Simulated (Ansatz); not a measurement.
## C, pressure series

The reference is C in the diamond structure (space group Fd-3m, No. 227; a = 3.560 Å).

Cell and atoms are relaxed at each pressure.

The values are results of r2SCAN/PAW in Ansatz (a first-principles code), no spin-orbit coupling, not measurements.

Candidates:
(a) pressure 1.8 GPa
(b) pressure 4.2 GPa
(c) pressure 30 GPa

For the base:

The width of the top valence band comes out as 8.75 eV.

**Question.** Order them by width of the top valence band, lowest first.

**Answer.** (a) pressure 1.8 GPa (8.78 eV), (b) pressure 4.2 GPa (8.83 eV), (c) pressure 30 GPa (9.29 eV)

The levels and masses belong to the bands next to the band gap. Load acts through the strain it causes; cell and atoms are relaxed under it. Stability against distortions was not tested. No other phases were tried under pressure.
